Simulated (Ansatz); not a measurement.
MgV2O6 (C2/m, No. 12) was calculated with LDA in Ansatz (PAW).

Settings: plane-wave cutoff 500 eV, 12×12×6 k mesh (along the axes of the cell as run), gaussian smearing 0.02 eV, no spin polarisation, scalar-relativistic PAW data made under PBE.

Computed at the level's own relaxed cell.

Task: Predict the equilibrium volume per atom and band gap.

Result: 
- equilibrium volume per atom = 10.47 Å³/atom
- band gap = 2.56 eV (on the SCF k mesh)

Note: the volume lies 7 % below that of the published cell.

Computed values are for the static lattice.

Ansatz is an electronic-structure program.
